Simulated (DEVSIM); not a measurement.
Device: Cr/SiO2/p-Si capacitor, at 300 K.

| layer (left to right) | material | thickness (nm) | Na (cm⁻³) |
|---|---|---|---|
| 1 | SiO2 | 41.0 | - |
| 2 | Si | 740 | 6e17 |

Metal gate on the left, work function 4.5 eV. Fixed charge at the semiconductor interface 0 cm⁻² (in units of +e); no interface traps.

This is a model device: material constants are rounded textbook-type values typed into the input, and sizes, dopings and lifetimes were drawn at random. Values at 300 K.

```tsv
parameter	SiO2	Si
gap (eV)	9	1.124
affinity (eV)	0.9	4.05
permittivity	3.9	11.7
Nc (cm⁻³)	-	2.86e19
Nv (cm⁻³)	-	3.1e19
```

Simulated with DEVSIM: 1D Poisson equation in equilibrium, Boltzmann statistics, complete ionisation; no quantum confinement or tunnelling. Metal contacts follow the ideal Schottky-Mott rule: no Fermi-level pinning, no interface dipoles.

The SiO2 thickness was swept, all else fixed.

```csv
SiO2 thickness (μm),minimum of the low-frequency capacitance (μF/cm²),capacitance of the dielectric stack (μF/cm²)
0.016,0.118,0.216
0.023,0.0958,0.150
0.029,0.0814,0.119
0.035,0.0718,0.0987
0.041,0.0634,0.0842
0.049,…,0.0705
```

Task: Fill in the missing entries.

Result: 
- 0.049, minimum of the low-frequency capacitance (μF/cm²): 0.0554
